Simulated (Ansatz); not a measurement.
By PBEsol, the system below comes out a metal.

A figure of merit of an interconnect metal is its ballistic conductance per area.

Given:

```
CELL_PARAMETERS angstrom
      2.81075     0.00000     0.00000
      0.00000     4.06642     0.00000
      0.00000     0.00000     2.81075
ATOMIC_POSITIONS crystal
  Ti 0.50000 0.50000 0.50000
  Al 0.00000 0.00000 0.00000
```

The cell is taken as given; by PBEsol it stands under a pressure of -2.1 GPa.

The current flows along the normal of the first two printed cell vectors, the (100) plane of the conventional cell. No spin-orbit coupling; the value is a mean over 0.1 eV about the Fermi level.

Task: State the ballistic conductance per area according to PBEsol run with Ansatz (a quantum-chemistry and plane-wave program).

Result: 0.86 × 10¹⁵ S/m² for both spins.
